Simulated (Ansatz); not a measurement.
MgS (Fm-3m), r2SCAN with spin-orbit coupling, rigid bands (Ansatz, a quantum-chemistry and plane-wave program): band gap 3.43 eV, N_c = 1.71e19 cm⁻³ and N_v = 8.74e19 cm⁻³ at 300 K, conductivity masses of 0.365 mₑ (electrons) and 1.22 mₑ (holes). Take k_BT = 0.02585 eV.

Task: A film of it is 8 nm thick. Estimate the confinement energies in an infinite well.

Result: ħ²π²/(2m t²) = 0.376 eV·nm²/(m/mₑ × t²) gives 16.1 meV for electrons and 4.82 meV for holes, so the gap would widen to about 3.45 eV. Finite barriers and nonparabolic bands lower this, and with several valleys or bands the heaviest mass along the normal sets the lowest level, not this average.

Task: Find the intrinsic carrier density and the intrinsic Fermi level.

Result: n_i = √(N_c N_v) exp(−E_g/2k_BT) = 3.87e19 × exp(−66.34) = 6.0e-10 cm⁻³. The level lies (k_BT/2) ln(N_v/N_c) = 21 meV from mid-gap (positive towards the conduction band). Each 0.1 eV added to the gap lowers n_i by a factor of 6.9.

Task: What thermal injection velocity √(2k_BT/πm) limits a ballistic channel?

Result: 8.91e6 cm/s for electrons and 4.87e6 cm/s for holes, a ratio of √(m_h/m_e) = 1.83, for dilute carriers.

Rigid, parabolic bands with the computed gap; masses take one relaxation time for all states.
